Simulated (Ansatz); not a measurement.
Density of states of BaZrO$_{3}$ (Pm-3m) below the valence band maximum, PBEsol, rigid bands in Ansatz (an electronic-structure program); cell volume 73.1 Å³.

(energy from edge (eV), 10⁻³ states/eV/cell): (0.006, 556); (0.031, 1480); (0.056, 2710); (0.081, 2710); (0.106, 2730); (0.131, 2700); (0.156, 2760); (0.181, 2790); (0.206, 3030); (0.231, 3220); (0.256, 3400); (0.281, 3610); (0.319, 3940); (0.344, 4220); (0.369, 4520); (0.394, 4950); (0.419, 5740); (0.444, 5870); (0.469, 6090); (0.494, 6270); (0.519, 6570); (0.544, 6870); (0.569, 7370); (0.594, 8200)

Question: What effective density of states at 300 K does this give (∫ g(E) exp(−E/k_BT) dE, both spins, divided by the cell's size)?

Answer: 4.4e20 cm⁻³, a density-of-states mass of 6.8 mₑ, valleys and band degeneracy included.

Spin-orbit coupling is left out; where it splits the top of the valence band, N_v and the p-type Seebeck coefficient come out somewhat high without it. Geometry: cell and atoms relaxed with PBEsol.
